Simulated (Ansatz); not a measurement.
Take CdSe in the wurtzite structure (space group P6_3mc, No. 186; a = 4.3827 Å, c = 7.1545 Å) as the base.

One thing is altered: hydrostatic tension (pressure −2 GPa).

Levels (all Ansatz, an electronic-structure program, PAW): PBE (420 eV, spin-orbit coupling left out); r2SCAN (500 eV, spin-orbit coupling left out); HSE06 (420 eV, scalar-relativistic without spin-orbit coupling); PBE+SOC (420 eV, with spin-orbit coupling).

One geometry, relaxed with PBE, under each level:

The valence-band top lists the three highest levels at Γ (Kramers pairs under SOC), from the VBM.

| level | band gap | lowest conduction level above the VBM at special points | valence-band top at Γ | electron mass | pressure |
|---|---|---|---|---|---|
| PBE | 0.43 eV | Γ 0.43 eV; A 2.15 eV; L 2.86 eV; M 2.98 eV | 0.00, 0.00, -0.04 eV | 0.049 mₑ (at Γ) | -2.02 GPa |
| r2SCAN | 0.91 eV | Γ 0.91 eV; A 2.60 eV; L 3.26 eV; M 3.43 eV | – | 0.084 mₑ along c, 0.090 mₑ across (at Γ) | -3.47 GPa |
| HSE06 | 1.33 eV | Γ 1.33 eV; A 3.08 eV; L 3.77 eV | – | – | – |
| PBE+SOC | 0.32 eV | Γ 0.32 eV; A 2.03 eV; L 2.74 eV; M 2.85 eV | 0.00, -0.02, -0.38 eV | – | -2.04 GPa |

Single points use the geometry relaxed with PBE. Their cutoffs differ, which shifts pressures a little. The spin-orbit shifts are approximate. Load acts through the strain it causes; cell and atoms are relaxed under it. Effective masses come from finite differences of ±0.01 Å⁻¹. Whether these cells are dynamically stable was not tested.
